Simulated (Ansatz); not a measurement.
**By hand: formation energy of SnSe (Pnma) from the elements**

This concerns the formation energy of SnSe (Pnma) from the elements. Reaction: Se (P3₁21) + Sn (white tin) → SnSe (Pnma). The sign is products less reactants. The value is per atom of the solid.

SnSe (Pnma), 8 atoms in the cell. Conventional cell: a = 11.485 Å, b = 4.167 Å, c = 4.388 Å, α = 90.00°, β = 90.00°, γ = 90.00°.

Ansatz (a program for electronic structure) with PAW potentials; structures come from PBE+D3(BJ) relaxations, nuclei static, no net charge. Ansatz runs with its PAW set soft_1. Other levels take these structures. The lattices are those relaxed with PBE+D3(BJ), so at other levels the solids can be strained, which adds to the spread. Spin-orbit coupling is left out.

Total energies of the cells in eV, at zero smearing width. They compare only within one column; the weights balance every element.

```
cell            atoms  weight    PBE+D3(BJ)           LDA
--------------  -----  ------  ------------  ------------
SnSe (Pnma)         8      +1  -45979.86924  -45054.83131
Se (P3₁21)          3    −4/3  -16408.24948  -16149.77088
Sn (white tin)      2      −2  -12049.25877  -11759.17365
```

PBE+D3(BJ): (-45979.86924) − 4/3 × (-16408.24948) − 2 × (-12049.25877) = -3.686 eV; dividing by 8 atoms gives -0.46 eV/atom.

LDA: (-45054.83131) − 4/3 × (-16149.77088) − 2 × (-11759.17365) = -3.456 eV; dividing by 8 atoms gives -0.43 eV/atom.

What follows from the PBE+D3(BJ) value: A formula unit of SnSe has 2 atoms, so it forms with -0.4607 × 2 = -0.921 eV, or -88.9 kJ/mol at 96.485 kJ/mol per eV.
